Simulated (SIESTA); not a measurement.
Band structure of NiTe2 (P-3m1, 3 atoms in the cell).

```xyz
3
Lattice="3.9223 0.0000 0.0000 -1.9612 3.3968 0.0000 0.0000 0.0000 5.4380" Properties=species:S:1:pos:R:3 pbc="T T T"
Ni     0.0000     0.0000     0.0000
Te     0.0000     2.2646     1.3156
Te     1.9612     1.1323     4.1224
```

Method of the run: GGA PBEsol, numerical atomic orbitals DZP, PseudoDojo PBEsol standard norm-conserving potentials (rewritten from UPF to PSML) (SIESTA).

Settings: XC.functional = GGA; XC.authors = PBEsol; potentials = PseudoDojo PBEsol standard; PAO.BasisSize = DZP; PAO.EnergyShift = 0.01 Ry; MeshCutoff = 300 Ry; kgrid.MonkhorstPack = 10 10 7; OccupationFunction = FD; ElectronicTemperature = 0.1 eV; MaxSCFIterations = 150; SCF.Mixer.Method = Pulay; SCF.Mixer.Weight = 0.2; SCF.Mixer.History = 6; SCF.DM.Tolerance = 1.0E-05.

The starting cell comes from a database of computed structures (which also holds hypothetical and non-ambient phases and stackings), without a prior relaxation at this level. Its lattice was rescaled by a random factor within 2.5 % of one. Spin-orbit coupling is off. Spin polarisation is off, so a magnetic state, if there is one, cannot be reached. Values carry the incompleteness of an atom-centred basis.

Levels in eV from the Fermi level, bands 22 to 27:
| point | 22 | 23 | 24 | 25 | 26 | 27 |
|---|---|---|---|---|---|---|
| Γ | -1.43 | 0.13 | 0.13 | 0.92 | 0.92 | 1.91 |
| M | -2.82 | -1.74 | -1.69 | -1.62 | 0.08 | 1.75 |
| K | -2.10 | -1.80 | -1.33 | -1.33 | -0.35 | -0.35 |
| A | -1.77 | -0.75 | -0.27 | -0.27 | 1.45 | 1.46 |
| L | -1.82 | -1.71 | -1.68 | -0.51 | 0.53 | 0.93 |
| H | -2.43 | -1.80 | -1.52 | -1.52 | 1.77 | 1.77 |

Bands cross the Fermi level along this path, so the cell is metallic at this level.

Higher empty bands are left out: an atom-centred basis made for the valence describes them poorly.
